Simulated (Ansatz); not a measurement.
## A computed series for MgS: carrier doping

Base system: MgS in the rock salt structure (space group Fm-3m, No. 225).

```xyz
2
Lattice="0.0000 2.6149 2.6149 2.6149 0.0000 2.6149 2.6149 2.6149 0.0000" Properties=species:S:1:pos:R:3 pbc="T T T"
Mg     2.6149     2.6149     2.6149
S      0.0000     0.0000     0.0000
```

Carriers are added at fixed cell with a uniform background; the Fermi–Dirac width is that of 300 K.

Level of theory: PBE in Ansatz (plane waves to 420 eV, PAW, scalar-relativistic without spin-orbit coupling).

Notes on the quantities. Fermi level from band edge: Fermi level relative to the doped band's edge (positive inside the band; to 0.05 eV).

```json
[
 {"electron density (10^21 cm⁻³)": "0.5", "Fermi level from band edge (eV)": "0.30"},
 {"electron density (10^21 cm⁻³)": "1", "Fermi level from band edge (eV)": "0.45"},
 {"electron density (10^21 cm⁻³)": "2", "Fermi level from band edge (eV)": "?"},
 {"electron density (10^21 cm⁻³)": "3", "Fermi level from band edge (eV)": "0.85"}
]
```

Task: Fit E_F = C n^s, fitted as a line in log–log form (a parabolic band gives s = 2/3) to the rows shown and predict the withheld row.

Result: Least squares on the printed values gives C = 0.45 eV, s = 0.58 (largest residual 0.00 eV); this predicts 0.67 eV, and the run gives 0.65 eV, in agreement.

Charged cell with a jellium background: band edges are those of the host's band count, energies are not comparable with the neutral cell, and many-body gap narrowing is missing. Stability against distortions was not tested. The base started in P3_121 and relaxed to Fm-3m at this level.

Ansatz is an electronic-structure program.
